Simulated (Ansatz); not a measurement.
We consider CsCl-type CoGa, described by BLYP in Ansatz (PAW).

Settings: plane-wave cutoff 520 eV, 22×22×22 k mesh, Fermi–Dirac smearing 0.033 eV (set by the program), no spin polarisation, scalar-relativistic PAW data made under PBE.

Cell (relaxed at this level):

```cif
data_CoGa
_chemical_formula_sum 'Ga1 Co1'
_space_group_name_H-M_alt 'Pm-3m'
_space_group_IT_number 221
_space_group_name_Hall '-P 4 2 3'
_cell_length_a 2.92990
_cell_length_b 2.92990
_cell_length_c 2.92990
_cell_angle_alpha 90.000
_cell_angle_beta 90.000
_cell_angle_gamma 90.000
loop_
_atom_site_label
_atom_site_type_symbol
_atom_site_symmetry_multiplicity
_atom_site_Wyckoff_symbol
_atom_site_fract_x
_atom_site_fract_y
_atom_site_fract_z
_atom_site_occupancy
Ga1 Ga 1 b 0.50000 0.50000 0.50000 1
Co1 Co 1 a 0.00000 0.00000 0.00000 1
```

What does this level give for the Poisson ratio, polycrystal shear modulus (Hill average) and Voigt–Reuss–Hill bulk modulus?


Poisson ratio: 0.380
polycrystal shear modulus (Hill average): 38.4 GPa
Voigt–Reuss–Hill bulk modulus: 147 GPa

Elastic constants are with the ions relaxed.

The computed numbers hold no vibrational or temperature effects.

Computing time: roughly 5 core-minutes.

Ansatz is a quantum-chemistry and plane-wave program.
